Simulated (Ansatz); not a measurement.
**Mg2Ge: energy against strain**

Mg2Ge (antifluorite, Fm-3m, 20.703 Å³/atom at rest, cube axes along x, y and z) under a strain ε along a cube axis (axis z), the other axes held. LDA in Ansatz, a plane-wave DFT program (PAW, default set), 420 eV, 13×13×13 Γ-centred mesh, Fermi-Dirac smearing 0.05 eV; ions are relaxed within the symmetry of each cell.

Here s stands for strain and y for E less E0.

```csv
strain (%),E less E0 (meV/atom)
-1.50,1.78
-1.00,0.79
-0.50,0.20
0.00,0.00
0.50,0.19
1.00,0.76
1.50,1.70
3.00,?
```

Using a parabola, estimate the missing y at s = 3.00 from the other rows, showing the fit.

Least squares gives y = 0.001 - 0.0221·s + 0.7729·s². Residuals (row less fit): 0.007, -0.006, -0.005, -0.001, 0.007, 0.008, -0.007; standard error 0.008 (degrees of freedom: 4). Twice the quadratic coefficient over the volume, 2 × 0.7729 meV × 10⁴ × 0.1602 / 20.703 Å³, is the elastic constant C11 = 120 ± 0.6 GPa. At the withheld row, y = 0.001 - 0.0221 × 3.0 + 0.7729 × 3.0² = 6.891 meV/atom. The calculation gives 6.66 meV/atom, 0.231 meV/atom below the prediction (3.5 % of the range of y in the table). The row lies outside the fitted rows, so this is an extrapolation. From the scatter of the fitted rows alone, a prediction at this place has a standard error of 0.032 meV/atom, so the miss is 7.2 times that.

One order more, fitted to all 13 runs of the series, follows each within 0.01, so the miss is the next term of a smooth law. This level leaves no gap over 0.05 eV at strain -1.50, -1.00, 3.00, where the mesh may be coarse. Rows are the converged runs of the series near zero and its far end; series whose fitted rows scatter by over a few per cent of the range, as at a crossing or softening among them, aren't shown in this form. Most that stay on the fit to the last digits aren't either.
